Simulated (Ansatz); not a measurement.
Faces of fcc Ag in 1x1 cells, as slabs relaxed from ideal cuts; for each face the lowest of the symmetric, stoichiometric cuts and spin starts that were computed. The slabs keep the symmetry of their cuts; real faces may buckle, or reconstruct in larger cells. No spin-orbit coupling, no Hubbard U.

The numbers are results of PBE (plane waves to 420 eV, PAW; Ansatz, a program for electronic structure), not measurements.

```tsv
face	cell area (Å²)	outermost plane spacing of the ideal cut (Å)	γ unrelaxed (J/m²)	γ relaxed (J/m²)	work function, top face (eV)
(100)	8.60	2.07	0.83	0.82	4.26
(110)	12.17	1.47	0.91	0.89	4.20
(111)	7.45	2.40	0.72	…	…
(210)	19.24	0.93	0.95	0.92	4.09
(211)	21.08	0.85	0.87	0.85	4.23
(221)	25.81	0.69	0.85	0.83	4.28
(311)	14.27	1.25	0.90	0.88	4.21
(320)	31.02	0.58	0.95	0.92	4.06
(321)	32.20	0.55	0.92	0.89	4.12
(322)	35.48	0.50	0.84	0.83	…
(331)	18.75	0.95	0.88	0.86	4.22
```

Problem. Complete the blanks.

Solution. 
- (111), γ relaxed (J/m²): 0.72
- (111), work function, top face (eV): 4.46
- (322), work function, top face (eV): 4.33
